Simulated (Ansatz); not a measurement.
How far PBE and r2SCAN part for Y, isotropic strain +5.32 %

The parent structure is Y in the hcp (Mg type) structure (space group P6_3/mmc, No. 194; a = 3.652 Å, c = 5.703 Å; relaxed with 0.1 eV smearing).

(Cell as relaxed with PBE.)

Levels (all Ansatz, a quantum-chemistry and plane-wave program, PAW, earlier PAW set): PBE (420 eV, no spin-orbit coupling); r2SCAN (500 eV, spin-orbit coupling left out).

Each level relaxes its own structure.

```tsv
base	PBE	r2SCAN
volume per atom	32.94 Å³	33.57 Å³
lattice parameter a	3.652 Å	3.681 Å
band gap	zero	zero
```

Modification: the cell is scaled by 1.0532 in all directions, atoms relaxed at fixed cell.

| quantity | PBE | r2SCAN |
|---|---|---|
| energy relative to the base (free energy F) | +94 meV/atom | … |
| pressure (mean of the normal stresses, compression positive) | -4.9 GPa | … |
| band gap | zero | … |

Task: What does r2SCAN give?

Result: 
- energy relative to the base (free energy F), r2SCAN: +96 meV/atom
- pressure (mean of the normal stresses, compression positive), r2SCAN: -4.9 GPa
- band gap, r2SCAN: zero

PBE's energy relative to the base lies 1.6 meV/atom below r2SCAN's; the two agree on the pressure and band gap. Neither level is exact; r2SCAN is the comparison here, not a measurement.

Stability against distortions was not tested. The final runs are not spin-polarised.
